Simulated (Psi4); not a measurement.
Psi4 1.11, unrestricted PBE0/def2-svp: Cr(O)2(Cl)2 triplet ([O]=[Cr](=[O])([Cl])[Cl]), charge 0, multiplicity 3, 5 atoms. The geometry is a generated start, not checked to be a minimum at this level.

```
Item                                                 Value
--------------------------  ------------------------------
task                                                energy
method                                                pbe0
basis                                             def2-svp
memory                                                3 GB
maxiter                                                100
keys of the molecule block                     symmetry c1
scf_type                                      df (default)
guess                       auto, which took SAD (default)
scf_initial_accelerator                    adiis (default)
e_convergence                              1e-06 (default)
d_convergence                              1e-06 (default)
dft_radial_points                             75 (default)
dft_spherical_points                         302 (default)
basis functions                                         95
grid points                                         108923
```

```xyz
5

Cr     0.1540    -0.0299     0.0544
O      1.2479    -0.5701    -0.9079
O      0.5509     0.2178     1.5358
Cl    -0.5474     1.7183    -0.7108
Cl    -1.4054    -1.3361     0.0284
```

Charge 0 and multiplicity 3 are set for this test and not shown to be the ground state.

One run each on 2 threads. Values of diis_max_vecs tried: 3, 6, 10 (default), 20.

**Question.** Which value of diis_max_vecs needs the fewest SCF iterations, and what happens away from it?

**Answer.** Fewest SCF iterations, within one of each other: 10 (default) with 16, 20 with 16. The count rises to 18 at 6. The run ends without SCF convergence in 100 iterations at 3.

```json
[
 {"diis_max_vecs": "3", "SCF iterations": "100", "end": "no convergence"},
 {"diis_max_vecs": "6", "SCF iterations": "18", "end": "same solution"},
 {"diis_max_vecs": "10 (default)", "SCF iterations": "16", "end": "same solution"},
 {"diis_max_vecs": "20", "SCF iterations": "16", "end": "same solution"}
]
```
